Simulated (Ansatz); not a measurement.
System: SrZrO₃ (I4/mcm, No. 140, 10 atoms in the cell; start mp-5076; a measured phase of this formula has another space group). Method: dielectric-dependent PBEsol hybrid (PAW; Ansatz, a quantum-chemistry and plane-wave program).

Numerical settings: plane-wave cutoff 460 eV, 6×6×6 k mesh, Fermi–Dirac smearing 0.01 eV, scalar-relativistic PAW data made under PBE.

Cell (relaxed with PBEsol):

```yaml
crystal:
  lattice:
    - [-2.86812, 2.86812, 4.16177]
    - [2.86812, -2.86812, 4.16177]
    - [2.86812, 2.86812, -4.16177]
  atoms:
    - { symbol: Sr, position: [0.75000, 0.25000, 0.50000] }
    - { symbol: Sr, position: [0.25000, 0.75000, 0.50000] }
    - { symbol: Zr, position: [0.00000, 0.00000, 0.00000] }
    - { symbol: Zr, position: [0.50000, 0.50000, 0.00000] }
    - { symbol: O, position: [0.18933, 0.68933, 0.87866] }
    - { symbol: O, position: [0.81067, 0.31067, 0.12134] }
    - { symbol: O, position: [0.68933, 0.81067, 0.50000] }
    - { symbol: O, position: [0.31067, 0.18933, 0.50000] }
    - { symbol: O, position: [0.25000, 0.25000, 0.00000] }
    - { symbol: O, position: [0.75000, 0.75000, 0.00000] }
```

Estimate the band gap and smallest direct gap on the k points sampled that the calculation returns.


band gap: 5.64 eV (on the SCF k mesh)
smallest direct gap on the k points sampled: 5.73 eV

Note: cell and atoms aren't relaxed at this level (pressure -2.3 GPa).

Spin–orbit coupling is not included.

A start named mp-… is a Materials Project structure, which need not be a measured phase.
